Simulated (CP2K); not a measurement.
CP2K run on Sn (I4_1/amd, 2 atoms in the cell): self-consistent single point.

Method: PBEsol, GPW, DZVP-MOLOPT-SR-GTH basis, GTH-PBE potentials (GTH_POTENTIALS) (CP2K).

```xyz
2
Lattice="4.4184 0.0000 0.0000 -3.2741 2.9670 0.0000 -0.5722 -1.4835 4.1224" Properties=species:S:1:pos:R:3 pbc="T T T"
Sn    -1.6370     1.4835     2.0612
Sn     0.0000     0.0000     0.0000
```

Reference input (self-consistent single point, DFT PBE, GPW, DZVP-MOLOPT-SR-GTH basis, GTH-PBE potentials (GTH_POTENTIALS)): CUTOFF = 400 Ry; REL_CUTOFF = 50 Ry; SMEAR/METHOD = GAUSSIAN; SIGMA = 0.1 eV; KPOINTS/SCHEME = MONKHORST-PACK 8 8 8; GAMMA_CENTERED = T; XC_FUNCTIONAL = PBE; Sn/BASIS_SET = DZVP-MOLOPT-SR-GTH-q4; Sn/POTENTIAL = GTH-PBE-q4; METHOD = GPW; EPS_DEFAULT = 1e-10; NGRIDS = 5. This run's input differs from it in these lines:

```diff
@@ -44,3 +44,6 @@
     &XC
-      &XC_FUNCTIONAL PBE
+      &XC_FUNCTIONAL
+        &PBE
+          PARAMETRIZATION PBESOL
+        &END PBE
       &END XC_FUNCTIONAL
```

Output, abridged:

```
 SCF WAVEFUNCTION OPTIMIZATION

  Step     Update method      Time    Convergence         Total energy    Change
     1 NoMix/Diag. 0.20E+00      -     0.32471446        -7.0875315510 -7.09E+00
     2 Broy./Diag. 0.20E+00      -     0.00095842        -7.0656656996  2.19E-02
     3 Broy./Diag. 0.20E+00      -     0.00597576        -6.9798278770  8.58E-02
     4 Broy./Diag. 0.20E+00      -     0.00016170        -6.9749526296  4.88E-03
     5 Broy./Diag. 0.20E+00      -     0.00071666        -6.9673352956  7.62E-03
     6 Broy./Diag. 0.20E+00      -     0.00001108        -6.9667787990  5.56E-04
     7 Broy./Diag. 0.20E+00      -     0.00004182        -6.9666302233  1.49E-04
     8 Broy./Diag. 0.20E+00      -     0.00000051        -6.9666075591  2.27E-05
  *** SCF run converged in     8 steps ***

  Overlap energy of the core charge distribution:               0.00000000029171
  Self energy of the core charge distribution:                -14.92071625911422
  Core Hamiltonian energy:                                      3.20251414531982
  Hartree energy:                                               6.82275355898110
  Exchange-correlation energy:                                 -2.07098453304246
  Smearing free energy correction:                             -0.00017447085765
  Fermi energy:                                                 0.18899884978002

  Total energy:                                                -6.96660755909990
  Total energy (extrapolated to sigma->0):                     -6.96652032367107

   [... lines left out ...]

 STRESS| Analytical stress tensor [bar]
 STRESS|                        x                   y                   z
 STRESS|      x        2.99378446377E+04   5.26843596507E+03   2.50722719561E-02
 STRESS|      y        5.26843596507E+03   4.15654890301E+04  -8.68786727992E-03
 STRESS|      z        2.50722719561E-02  -8.68786727992E-03   2.79058322127E+04
 STRESS| 1/3 Trace                                             3.31363886268E+04
```

The run converged in 8 iterations. Against the reference run the pressure goes from 4.00 to 3.31 GPa.

The starting cell has typed, rounded lattice constants, without a prior relaxation at this level. Values carry the incompleteness of an atom-centred basis. The potentials were made for another functional than the one used. With a pressure of about 3 GPa the cell is away from its equilibrium volume at this level.
